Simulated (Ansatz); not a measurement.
The reference is ZnCu₂GeS₄ (space group I-4, No. 82; a = 5.3598 Å, c = 10.6502 Å).

Computed with PBE (Ansatz, a first-principles code; PAW; 420 eV plane waves; no SOC).

For the base:

The gap character is direct at Γ, the lattice parameter a comes out as 5.360 Å and the electron mass comes out as 0.10 mₑ along c, 0.11 mₑ across (at Γ).

It is then changed as follows: a hydrostatic pressure of 2.1 GPa.

What happens to the gap character?

The gap character is still direct at Γ.

What happens to the lattice parameter a?

The lattice parameter a drops by 0.048 Å (5.360 Å → 5.312 Å).

What happens to the mean gap deformation potential ΔEg/Δln V?

The mean gap deformation potential ΔEg/Δln V comes out as -4.1 eV.

What happens to the electron mass?

The electron mass changes from 0.10 mₑ along c, 0.11 mₑ across (at Γ) to 0.12 mₑ along c, 0.13 mₑ across (at Γ).

Load acts through the strain it causes; cell and atoms are relaxed under it. Effective masses come from finite differences of ±0.01 Å⁻¹. No phonon test of stability was made. All final runs are without spin polarisation.
